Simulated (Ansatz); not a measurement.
## Al interstitial in wurtzite AlN

All values below come from PBE, PAW (plane waves to 420 eV; Ansatz, an electronic-structure program). Cell: 96 sites, 3×2×2; final energies on a 2×2×2 shifted mesh. Site at the start: void with 3N nearest. Charged cells carry a point-charge image correction with potential alignment at far atoms. Dielectric constants: PBE linear response of the host. Host gap at this level: 4.03 eV. A cell of this size leaves errors of a few tenths of an eV. Levels are measured in PBE's own, too narrow, gap. Spin–orbit coupling is left out. Each state is the lowest found from its start.

Formation energies E_f are given with the Fermi level at the valence-band maximum. Chemical conditions: Al-rich (Δμ(Al) = 0.00 eV; only phases computed here count, gases as isolated molecules at 0 K); N-rich (Δμ(Al) = -2.74 eV; only phases computed here count, gases as isolated molecules at 0 K). Reference phases: Al: fcc Al.

The name describes the start; the neighbours show where the added atom ended.

```csv
charge,moment (μB),largest move off a lattice site (Å),neighbours of the added atom at the end (Å),image correction with alignment (eV),"E_f, Al-rich (eV)","E_f, N-rich (eV)"
+3,not spin-polarised,0.31,"N 1.91, N 1.92, N 1.92",2.39,0.18,2.91
+2,1.0,0.27,"N 1.85, N 1.85, N 1.85",1.20,2.88,5.61
+1,not spin-polarised,0.66,"N 1.85, N 1.96, N 1.96",0.39,5.38,8.12
0*,1.0,0.89,"N 1.87, N 2.05, N 2.05",–,–,–
```

* At this level the carrier isn't localised at the defect: at charge 0 electrons occupy the conduction band. Such a state is shallow or no state of the defect, and this cell gives it no level.

Transition levels above the valence-band maximum: ε(+3/+2) = 2.70 eV; ε(+2/+1) = 2.51 eV. On the lower envelope of the bound states, inside the gap: (+3/+1) at 2.60 eV; the others aren't thermodynamic.

Flagged in the runs: a host whose relaxation on this sampling wasn't shown to rest, a strain field that reaches the edge of the cell.
